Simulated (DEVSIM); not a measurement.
Device: Ge n-i-p diode, at 300 K.

| layer (left to right) | material | thickness (μm) | Nd (cm⁻³) | Na (cm⁻³) | τn (s) | τp (s) |
|---|---|---|---|---|---|---|
| 1 | Ge | 1.90 | 4.6e17 | - | 0.00022 | 0.00022 |
| 2 | Ge | 0.320 | - | 3.4e14 | 0.00022 | 0.00022 |
| 3 | Ge | 0.240 | - | 2.8e17 | 0.00022 | 0.00022 |

Left contact: ohmic. Right contact: ohmic. Voltage is applied to the left contact. Recombination: SRH at mid-gap, radiative. Mobility is μmin + (μ − μmin)/(1 + (N/Nref)^α).

The device is made up for the run: typed textbook-type constants, with dimensions and the other settings drawn at random. Values at 300 K.

```
parameter           Ge
-------------  -------
gap (eV)         0.664
affinity (eV)        4
permittivity        16
Nc (cm⁻³)      1.04e19
Nv (cm⁻³)         6e18
μn (cm²/Vs)       3900
μp (cm²/Vs)       1900
μn,min             150
μp,min             100
Nref,n          2.6e17
Nref,p            4e17
αn                0.56
αp                 0.6
B (cm³/s)      6.4e-14
```

Simulated with DEVSIM: 1D drift-diffusion, Boltzmann statistics, complete ionisation; no tunnelling, impact ionisation, image-force lowering or self-heating.

Question: Tabulate band edges, carrier densities and field at zero bias.

Answer: Energies count from the Fermi level of the right contact; mesh points crowd at the junctions.

```json
[
 {"x (μm)": "0.000", "Ec (eV)": "0.081", "Ev (eV)": "-0.583", "n (cm⁻³)": "4.6e17", "p (cm⁻³)": "9.5e8", "field (V/cm)": "≈ 0"},
 {"x (μm)": "0.02381", "Ec (eV)": "0.081", "Ev (eV)": "-0.583", "n (cm⁻³)": "4.6e17", "p (cm⁻³)": "9.5e8", "field (V/cm)": "≈ 0"},
 {"x (μm)": "0.07064", "Ec (eV)": "0.081", "Ev (eV)": "-0.583", "n (cm⁻³)": "4.6e17", "p (cm⁻³)": "9.5e8", "field (V/cm)": "≈ 0"},
 {"x (μm)": "0.1703", "Ec (eV)": "0.081", "Ev (eV)": "-0.583", "n (cm⁻³)": "4.6e17", "p (cm⁻³)": "9.5e8", "field (V/cm)": "≈ 0"},
 {"x (μm)": "0.4619", "Ec (eV)": "0.081", "Ev (eV)": "-0.583", "n (cm⁻³)": "4.6e17", "p (cm⁻³)": "9.5e8", "field (V/cm)": "≈ 0"},
 {"x (μm)": "0.9320", "Ec (eV)": "0.081", "Ev (eV)": "-0.583", "n (cm⁻³)": "4.6e17", "p (cm⁻³)": "9.5e8", "field (V/cm)": "≈ 0"},
 {"x (μm)": "1.409", "Ec (eV)": "0.081", "Ev (eV)": "-0.583", "n (cm⁻³)": "4.6e17", "p (cm⁻³)": "9.5e8", "field (V/cm)": "≈ 0"},
 {"x (μm)": "1.718", "Ec (eV)": "0.081", "Ev (eV)": "-0.583", "n (cm⁻³)": "4.6e17", "p (cm⁻³)": "9.5e8", "field (V/cm)": "≈ 0"},
 {"x (μm)": "1.819", "Ec (eV)": "0.081", "Ev (eV)": "-0.583", "n (cm⁻³)": "4.6e17", "p (cm⁻³)": "9.5e8", "field (V/cm)": "≈ 0"},
 {"x (μm)": "1.871", "Ec (eV)": "0.081", "Ev (eV)": "-0.583", "n (cm⁻³)": "4.5e17", "p (cm⁻³)": "9.7e8", "field (V/cm)": "810"},
 {"x (μm)": "1.899", "Ec (eV)": "0.104", "Ev (eV)": "-0.560", "n (cm⁻³)": "1.8e17", "p (cm⁻³)": "2.4e9", "field (V/cm)": "29000"},
 {"x (μm)": "1.930", "Ec (eV)": "0.172", "Ev (eV)": "-0.492", "n (cm⁻³)": "1.3e16", "p (cm⁻³)": "3.3e10", "field (V/cm)": "16000"},
 {"x (μm)": "1.977", "Ec (eV)": "0.237", "Ev (eV)": "-0.427", "n (cm⁻³)": "1.1e15", "p (cm⁻³)": "4.0e11", "field (V/cm)": "13000"},
 {"x (μm)": "2.060", "Ec (eV)": "0.340", "Ev (eV)": "-0.324", "n (cm⁻³)": "2.0e13", "p (cm⁻³)": "2.2e13", "field (V/cm)": "12000"},
 {"x (μm)": "2.163", "Ec (eV)": "0.467", "Ev (eV)": "-0.197", "n (cm⁻³)": "1.5e11", "p (cm⁻³)": "2.9e15", "field (V/cm)": "13000"},
 {"x (μm)": "2.201", "Ec (eV)": "0.519", "Ev (eV)": "-0.145", "n (cm⁻³)": "2.0e10", "p (cm⁻³)": "2.2e16", "field (V/cm)": "16000"},
 {"x (μm)": "2.222", "Ec (eV)": "0.563", "Ev (eV)": "-0.101", "n (cm⁻³)": "3.7e9", "p (cm⁻³)": "1.2e17", "field (V/cm)": "22000"},
 {"x (μm)": "2.248", "Ec (eV)": "0.583", "Ev (eV)": "-0.081", "n (cm⁻³)": "1.7e9", "p (cm⁻³)": "2.6e17", "field (V/cm)": "1600"},
 {"x (μm)": "2.312", "Ec (eV)": "0.585", "Ev (eV)": "-0.079", "n (cm⁻³)": "1.6e9", "p (cm⁻³)": "2.8e17", "field (V/cm)": "≈ 0"},
 {"x (μm)": "2.382", "Ec (eV)": "0.585", "Ev (eV)": "-0.079", "n (cm⁻³)": "1.6e9", "p (cm⁻³)": "2.8e17", "field (V/cm)": "≈ 0"},
 {"x (μm)": "2.428", "Ec (eV)": "0.585", "Ev (eV)": "-0.079", "n (cm⁻³)": "1.6e9", "p (cm⁻³)": "2.8e17", "field (V/cm)": "≈ 0"},
 {"x (μm)": "2.460", "Ec (eV)": "0.585", "Ev (eV)": "-0.079", "n (cm⁻³)": "1.6e9", "p (cm⁻³)": "2.8e17", "field (V/cm)": "≈ 0"}
]
```
